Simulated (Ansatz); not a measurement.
We consider GaSb (model structure, P6₂22, No. 180, 6 atoms in the cell), described by r²SCAN in Ansatz (PAW).

Run with plane-wave cutoff 560 eV, 18×18×6 k mesh (along the axes of the cell as run), Fermi–Dirac smearing 0.05 eV, scalar-relativistic PAW data made under PBE.

Cell (relaxed at this level):

GaSb is taken in the hexagonal space group P6₂22 (No. 180), Pearson symbol hP6. Cell: a = 4.3646 Å, b = 4.3646 Å, c = 9.5087 Å, α = 90.00°, β = 90.00°, γ = 120.00°. Ga on 3d has 4 Sb at 2.697 Å. Sb on 3c sees 4 Ga at 2.697 Å. (Neighbours: up to the widest gap in distance over summed covalent radii, below 1.35, at either atom; cation-cation and far metal-metal contacts left out.)

**Question.** What does this level give for the bulk modulus B0?

**Answer.** 
bulk modulus B0: 56.0 GPa

The run finds no gap.

Note: the bulk modulus is −V dP/dV from two relaxed cells at ±2 % in volume; the relaxation could raise the start's symmetry but not lower it, so the cell can be a saddle point.

Spin–orbit coupling is not included; it can open a gap where bands touch, and shift volumes and moduli.

Computing time: roughly 30 core-minutes.

A model structure was made by putting elements into a prototype or built by hand; it is no filed structure, need not be a known phase, and can be a saddle point held by its symmetry.

Ansatz is a first-principles code.
